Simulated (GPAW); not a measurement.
Input and output of a self-consistent single point for MnFeGe (P6_3/mmc, 6 atoms in the cell) (GPAW).

Computed with vdW-DF, GPAW PAW datasets revPBE (gpaw-data 1.0.1) (plane waves; GPAW).

```yaml
crystal:
  lattice:
    - [4.10079, 0.00000, 0.00000]
    - [-2.05039, 3.55139, 0.00000]
    - [0.00000, 0.00000, 5.04690]
  atoms:
    - { symbol: Mn, position: [0.00000, 0.00000, 0.00000], spin: 4.0 }
    - { symbol: Mn, position: [0.00000, 0.00000, 0.50000], spin: 4.0 }
    - { symbol: Fe, position: [0.33333, 0.66667, 0.75000], spin: 4.0 }
    - { symbol: Fe, position: [0.66667, 0.33333, 0.25000], spin: 4.0 }
    - { symbol: Ge, position: [0.33333, 0.66667, 0.25000] }
    - { symbol: Ge, position: [0.66667, 0.33333, 0.75000] }
```
(The spins are starting values, not results.)

Reference input (self-consistent single point, DFT LDA (Perdew-Wang 92), plane waves, GPAW PAW datasets LDA (gpaw-data 1.0.1)): spinpol = true; mode = pw; ecut = 850 eV; xc = LDA; kpts = 8 8 6; mesh shift (steps) = 0 0 0; occupations.name = methfessel-paxton; occupations.width = 0.1 eV; occupations.order = 1; nbands = -12; symmetry.symmorphic = false; symmetry.tolerance = 0.0005. This run's input differs from it in these lines:

```diff
@@ -20,3 +20,3 @@
             mode={'name': 'pw', 'ecut': 850},
-            xc='LDA',
+            xc={'name': 'vdW-DF', 'backend': 'libvdwxc'},
             kpts={'size': (8, 8, 6), 'gamma': True},
```

Its files differ too (potentials: GPAW PAW datasets revPBE (gpaw-data 1.0.1)).

Output (repeated stretches shortened):

```
     iter     time        total  log10-change:  magmom
                         energy   eigst   dens
iter:   1 --:--:--  -220.080518                   +16.0334
iter:   2 --:--:--  -221.229930   -0.76  -1.45    +12.3242
iter:   3 --:--:--  -221.652752   -1.45  -1.47    +8.2812
iter:   4 --:--:--  -222.280146   -1.58  -1.52    +7.9260
iter:   5 --:--:--  -221.713061   -2.14  -1.57    +7.9593
iter:   6 --:--:--  -221.774118   -1.83  -1.69    +7.5441
iter:   7 --:--:--  -221.566867   -2.27  -1.65    +7.4564
iter:   8 --:--:--  -221.565658   -3.36  -2.24    +7.3671
iter:   9 --:--:--  -221.569830c  -3.68  -2.25    +7.2970
   [... lines left out ...]
iter:  16 --:--:--  -221.625812c  -4.66  -2.62    +5.9147
iter:  17 --:--:--  -221.630514c  -4.31  -2.59    +5.8652
iter:  18 --:--:--  -221.634666c  -4.29  -2.53    +5.7758
iter:  19 --:--:--  -221.641161c  -3.64  -2.48    +5.5276
iter:  20 --:--:--  -221.629040c  -4.46  -2.41    +5.5031
   [... 19 lines left out ...]
iter:  40 --:--:--  -221.621178c  -6.27  -3.62    +5.5993
iter:  41 --:--:--  -221.621192c  -6.54  -3.70    +5.6053
iter:  42 --:--:--  -221.621210c  -6.53  -3.81    +5.6073
iter:  43 --:--:--  -221.621211c  -6.88  -3.95    +5.6089
iter:  44 --:--:--  -221.621207c  -7.42c -4.00c   +5.6088
Converged after 44 iterations.

Dipole moment: (-0.000000, -0.000000, 0.000000) |e|*Ang

Total magnetic moment: (0.000000, 0.000000, 5.608791)
Local magnetic moments:
   0 Mn ( 0.000000,  0.000000,  2.345164)
   1 Mn ( 0.000000,  0.000000,  2.345164)
   2 Fe ( 0.000000,  0.000000,  0.457993)
   3 Fe ( 0.000000,  0.000000,  0.457993)
   4 Ge ( 0.000000,  0.000000, -0.046908)
   5 Ge ( 0.000000,  0.000000, -0.046908)

Energy contributions relative to reference atoms: (reference = -246486.100001)

Kinetic:        +95.026780
Potential:      -79.613881
External:        +0.000000
XC:            -237.351270
Entropy (-ST):   +0.000720
Local:           +0.316684
SIC:             +0.000000
--------------------------
Free energy:   -221.620967
Extrapolated:  -221.621207

Non-local vdW-DF correlation energy: 1.262374
   [... lines left out ...]
Fermi level: 10.84097
No gap
   [... lines left out ...]
  0 Mn    0.00000    0.00000    0.00000
  1 Mn    0.00000    0.00000    0.00000
  2 Fe    0.00000    0.00000   -0.00000
  3 Fe    0.00000   -0.00000   -0.00000
  4 Ge    0.00000   -0.00000    0.00000
  5 Ge   -0.00000    0.00000   -0.00000

Stress tensor:
    -0.075189     0.000000     0.000000
     0.000000    -0.075189    -0.000000
     0.000000    -0.000000    -0.072912
Stress (GPa, Voigt): [-12.0466 -12.0466 -11.6818  -0.       0.       0.    ]
```

The run converged in 44 iterations. GPAW prints stress with tension positive. Against the reference run the pressure goes from -14.85 to 11.92 GPa and the size of the net moment moves little (0.91 to 0.93 μB/atom).

The starting cell comes from a database of computed structures (which also holds hypothetical and non-ambient phases and stackings), without a prior relaxation at this level. The magnetic order is the one reached from the typed start; others were not searched systematically. With a pressure of about 12 GPa the cell is away from its equilibrium volume at this level.

Cost on one core of a shared machine: roughly 10 min.
